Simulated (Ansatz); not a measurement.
Consider Zr in the hcp (Mg type) structure (space group P6_3/mmc, No. 194; a = 3.2460 Å, c = 5.1507 Å).

Computed with DFT with r2SCAN, PAW potentials and a 500 eV plane-wave cutoff in Ansatz (a quantum-chemistry and plane-wave program), no spin-orbit coupling.

One change was made to it. Results:

The shortest interatomic distance shrinks by 0.123 Å to 3.062 Å; the c/a ratio increases by 0.017 to 1.604.

Problem. Which of these changes matches the shifts?
(A) pressure 15 GPa
(B) pressure −2 GPa
(C) pressure 50 GPa

Solution. A, pressure 15 GPa. For comparison, the shortest interatomic distance in the other runs: pressure −2 GPa gives 3.207 Å; pressure 50 GPa gives 2.836 Å.

Load acts through the strain it causes; cell and atoms are relaxed under it. Whether these cells are dynamically stable was not tested. All final runs are without spin polarisation. Measured, Zr leaves this structure (for the ω phase) near 3 GPa (temperature not stated; as listed in C. Cazorla, D. Alfè, M. J. Gillan, Physical Review B (2008)).
